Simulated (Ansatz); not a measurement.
**Os: uniaxial stress, 2 GPa compression along z**

Take Os in the hcp (Mg type) structure (space group P6_3/mmc, No. 194; a = 2.738 Å, c = 4.319 Å; relaxed with 0.1 eV smearing) as the base. Axes: x lies along a and z along c of the hexagonal cell.

Perturbation: uniaxial stress, 2 GPa compression along z; all other stress components relax to zero.

All numbers come from Ansatz (an electronic-structure program), r2SCAN, PAW, cutoff 500 eV, no spin-orbit coupling, earlier PAW set. Settings: 24×24×13 k-points, 0.1 eV Fermi–Dirac smearing.

The volume per atom hardly moves (14.03 Å³ against 14.01 Å³) and the space group remains P6_3/mmc (No. 194). The shortest interatomic distance decreases by 0.0074 bohr to 5.050 bohr and the energy stays essentially unchanged. The band gap is still zero and the strain response (xx, yy, zz) comes out as (+0.06, +0.06, −0.26) %. The secant Young's modulus along z is 770 GPa and the mean lateral Poisson ratio is 0.23.

Cost of the whole job for the changed cell (relaxation, final SCF and bands): about 100 core-seconds (a rough figure).

Stability under load was not tested beyond the relaxation. The final runs are not spin-polarised.
